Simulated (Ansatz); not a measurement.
# BN, pressure series

Consider BN (space group P6_3/mmc, No. 194; a = 2.500 Å, c = 6.412 Å; layered, stacked along the Cartesian z axis).

Cell and atoms are relaxed at each pressure.

All numbers come from PBEsol-D3(BJ)/PAW in Ansatz (a program for electronic structure), no spin-orbit coupling.

Candidates:
(a) pressure −1 GPa
(b) pressure 10 GPa
(c) pressure 7.5 GPa
(d) pressure 0.7 GPa
(e) pressure 1.5 GPa

Before the change:

| Property | Result |
|---|---|
| Band gap | 4.08 eV |

Problem. Order them by band gap, lowest first.

Solution. (b) pressure 10 GPa (3.86 eV), (c) pressure 7.5 GPa (3.91 eV), (e) pressure 1.5 GPa (4.01 eV), (d) pressure 0.7 GPa (4.05 eV), (a) pressure −1 GPa (4.16 eV)

Load acts through the strain it causes; cell and atoms are relaxed under it. No phonon test of stability was made. No other phases were tried under pressure.
